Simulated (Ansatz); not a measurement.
# Point defect Li interstitial in beta Si3N4

These are PBE, PAW (plane waves to 420 eV; Ansatz, a quantum-chemistry and plane-wave program) values and carry that method's errors. A 1×1×3 supercell of 84 sites was used; the energies come from a 2×2×2 shifted sampling of its zone. Site at the start: void with 6N6Si nearest. Finite-size correction: monopole term and site-potential alignment. Dielectric constants: PBE linear response of the host. Host gap at this level: 4.25 eV. These values are not converged in cell size to better than tenths of an eV. Levels are measured in PBE's own, too narrow, gap. Spin–orbit coupling is left out. Each state is the lowest found from its start.

The name describes the start; the neighbours show where the added atom ended.

```
charge         moment (μB)  largest move off a lattice site (Å)     neighbours of the added atom at the end (Å)  image correction with alignment (eV)
------  ------------------  -----------------------------------  ----------------------------------------------  ------------------------------------
+1      not spin-polarised                                 0.08  N 2.45, N 2.45, N 2.45, N 2.45, N 2.47, N 2.47                                  0.32
0*                     1.0                                 0.08  N 2.43, N 2.44, N 2.45, N 2.47, N 2.47, N 2.49                                     –
```

* At this level the carrier isn't localised at the defect: at charge 0 electrons occupy the conduction band. Such a state is shallow or no state of the defect, and this cell gives it no level.

No other site or start that was run ended lower by more than 0.1 eV.

Flagged in the runs: a doubtful potential alignment, a host whose relaxation on this sampling wasn't shown to rest.
